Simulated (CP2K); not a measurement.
# Sensitivity of a calculation on TiPd (P1, 2 atoms in the cell) to its settings

```yaml
crystal:
  lattice:
    - [2.81471, 0.00000, 0.00000]
    - [0.00000, 2.81471, 0.00000]
    - [0.00000, 0.00000, 3.86576]
  atoms:
    - { symbol: Ti, position: [0.00536, 0.99667, 0.99248] }
    - { symbol: Pd, position: [0.49464, 0.50333, 0.50752] }
```

Base run A: LDA (Pade form), GPW, DZVP-MOLOPT-SR-GTH basis, GTH-PADE potentials (GTH_POTENTIALS) (CP2K), self-consistent single point.

Its settings: CUTOFF = 600 Ry; REL_CUTOFF = 50 Ry; SMEAR/METHOD = FERMI_DIRAC; ELECTRONIC_TEMPERATURE = 1160.45 K; KPOINTS/SCHEME = MONKHORST-PACK 8 8 6; XC_FUNCTIONAL = PADE; Ti/BASIS_SET = DZVP-MOLOPT-SR-GTH; Ti/POTENTIAL = GTH-PADE-q12; Pd/BASIS_SET = DZVP-MOLOPT-SR-GTH; Pd/POTENTIAL = GTH-PADE-q18; METHOD = GPW; EPS_DEFAULT = 1e-11; NGRIDS = 5; SCF_GUESS = ATOMIC; EPS_SCF = 1e-06; MAX_SCF = 100; ADDED_MOS = 6; MIXING/METHOD = BROYDEN_MIXING; MIXING/ALPHA = 0.2; MIXING/NBUFFER = 12.

The starting cell comes from a database of computed structures (which also holds hypothetical and non-ambient phases and stackings), without a prior relaxation at this level. Its atoms were displaced at random from the sites of space group no. 123. Spin polarisation is off. Values carry the incompleteness of an atom-centred basis. In the base run, with a pressure of about -12 GPa the cell is away from its equilibrium volume at this level.

ΔF is the free energy per atom less that of run A. A dash stands where there is no value to compare (another energy zero or no entropy term, no result, no spin, no clean gap, or a mesh too coarse for one). Total energies depend on the potentials, the functional and any Hubbard or dispersion term, so they are compared only between runs that share all of them.

Run A gave: pressure (GPa) -11.59; largest force (eV/Å) 0.283; k-points 192.

Runs:
- B: SMEAR/METHOD: FERMI_DIRAC → GAUSSIAN; ELECTRONIC_TEMPERATURE: 1160.45 K → default; SIGMA: default → 0.3 eV
- C: FULL_GRID: default → T
- D: EPS_SCF: 1e-06 → 1e-12
- E: KPOINTS/SCHEME: MONKHORST-PACK 8 8 6 → MACDONALD 5 5 4 0.1 0.1 0
- F: CUTOFF: 600 Ry → 360 Ry
- G: ELECTRONIC_TEMPERATURE: 1160.45 K → 580.23 K
- H: MIXING/ALPHA: 0.2 → 0.1
- I: XC_FUNCTIONAL: PADE → GGA_X_AM05 + GGA_C_AM05; Ti/POTENTIAL: GTH-PADE-q12 → GTH-PBE-q12; Pd/POTENTIAL: GTH-PADE-q18 → GTH-PBE-q18 [AM05]
- J: METHOD: GPW → GAPW; CUTOFF: 600 Ry → 500 Ry [LDA (Pade form), GAPW]
- K: MIXING/NBUFFER: 12 → 10

**Question.** What does run B change against A?

**Answer.** The free energy drops by 5.6 meV/atom, the pressure goes from -11.59 to -11.48 GPa and the largest force stays at 0.283 eV/Å.

```
run  ΔF (meV/atom)  pressure (GPa)  largest force (eV/Å)  k-points
---  -------------  --------------  --------------------  --------
A             0.00          -11.59                 0.283       192
B             -5.6          -11.48                 0.283       192
C             0.00          -11.59                 0.283       384
D             0.00          -11.59                 0.283       192
E             45.6          -11.43                 0.283        50
F            -0.01          -11.59                 0.282       192
G             11.4          -11.74                 0.274       192
H             0.00          -11.59                 0.283       192
I                –           -2.97                 0.366       192
J                –          -11.59                 0.288       192
K             0.00          -11.59                 0.283       192
```
